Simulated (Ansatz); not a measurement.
Cu2O: pressure series

The reference is Cu2O (space group Pn-3m, No. 224; a = 4.246 Å).

Cell and atoms are relaxed at each pressure.

Levels (all Ansatz, an electronic-structure program, PAW): r2SCAN (500 eV, no SOC); HSE06 (420 eV, spin-orbit coupling left out).

Band gaps by level, all at the geometries relaxed with r2SCAN:

| case | r2SCAN | HSE06 |
|---|---|---|
| base | 0.79 eV | 2.03 eV |
| pressure −2 GPa | 0.76 eV | 1.98 eV |
| pressure −1 GPa | 0.78 eV | 2.01 eV |
| pressure 1.8 GPa | 0.83 eV | 2.07 eV |
| pressure 4.2 GPa | 0.87 eV | 2.12 eV |
| pressure 18 GPa | 1.03 eV | 1.98 eV |
| pressure 30 GPa | 0.80 eV | 1.74 eV |
| pressure 45 GPa | 0.57 eV | 1.48 eV |

Single points use the geometry relaxed with r2SCAN. Load acts through the strain it causes; cell and atoms are relaxed under it. Whether these cells are dynamically stable was not tested. No other phases were tried under pressure. No Hubbard U is applied. The final runs are not spin-polarised.
